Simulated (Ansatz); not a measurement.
Consider AlN in the zinc blende structure (space group F-43m, No. 216; a = 4.370 Å). Axes: x, y, z lie along the cube axes.

Calculations: r2SCAN (Ansatz, an electronic-structure program, PAW, no SOC).

Base values:

| Item | Result |
|---|---|
| Electron mass | 0.51 mₑ along k, 0.33 mₑ across (at X) |
| Band gap | 3.94 eV |
| Smallest direct gap | 4.84 eV |

Perturbation: tensor shear ε_xy = +0.29 % (engineering shear γ = 0.0058); the atoms relax in the strained cell.

Task: What happens to the electron mass, band gap and smallest direct gap?

Result: The electron mass stays 0.51 mₑ along k, 0.33 mₑ across (at X); the band gap drops by 0.03 eV, from 3.94 eV to 3.91 eV; the smallest direct gap drops by 0.026 eV (4.84 eV → 4.82 eV).

Masses are band curvatures over ±0.01 Å⁻¹ around the edge. Along k means along the line from Γ to the band edge. Whether these cells are dynamically stable was not tested. This is not the structure that AlN has at room temperature and ambient pressure.
